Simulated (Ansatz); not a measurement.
Band structure of ZnS (P6_3mc, 8 atoms in the cell).

```
CELL_PARAMETERS angstrom
      3.80895     0.00000     0.00000
     -1.90447     3.29865     0.00000
      0.00000     0.00000    12.45260
ATOMIC_POSITIONS crystal
  Zn 0.66667 0.33333 0.74993
  Zn 0.33333 0.66667 0.24993
  Zn 0.00000 0.00000 0.50000
  Zn 0.00000 0.00000 0.00000
  S  0.66667 0.33333 0.93773
  S  0.33333 0.66667 0.43773
  S  0.00000 0.00000 0.68734
  S  0.00000 0.00000 0.18734
```

Method of the run: PBE (plane waves, PAW; Ansatz, a program for electronic structure).

Settings: basis.ecutwfc = 420 eV; kpoints.mp_grid.grid = 7 7 2; hamiltonian.xc = pbe; hamiltonian.pseudopotentials = {kind: paw} (the program's default PAW files); scf.occupations.method = fixed; kpoints.band_path.npoints = 8.

The starting cell comes from a database of computed structures (which also holds hypothetical and non-ambient phases and stackings), without a prior relaxation at this level.

**Question.** Predict the gap along the standard path and the places of the band edges.

**Answer.** The gap along the path is 2.19 eV, direct at Γ to within 0.01 eV.

Levels in eV from the top of the valence band on the path, bands 33 to 40:
| point | 33 | 34 | 35 | 36 | 37 | 38 | 39 | 40 |
|---|---|---|---|---|---|---|---|---|
| Γ | -0.47 | -0.03 | 0.00 | 0.00 | 2.19 | 3.20 | 3.41 | 3.66 |
| M | -1.62 | -1.59 | -1.12 | -0.89 | 3.32 | 3.37 | 3.75 | 4.34 |
| K | -2.32 | -1.78 | -1.78 | -1.34 | 4.54 | 4.92 | 4.92 | 5.24 |
| A | -0.15 | -0.15 | -0.15 | -0.15 | 3.03 | 3.03 | 3.33 | 3.33 |
| L | -1.52 | -1.52 | -1.12 | -1.12 | 3.69 | 3.69 | 4.03 | 4.03 |
| H | -1.82 | -1.82 | -1.63 | -1.63 | 4.37 | 4.37 | 5.24 | 5.24 |

Keys are those of Ansatz 0.2.
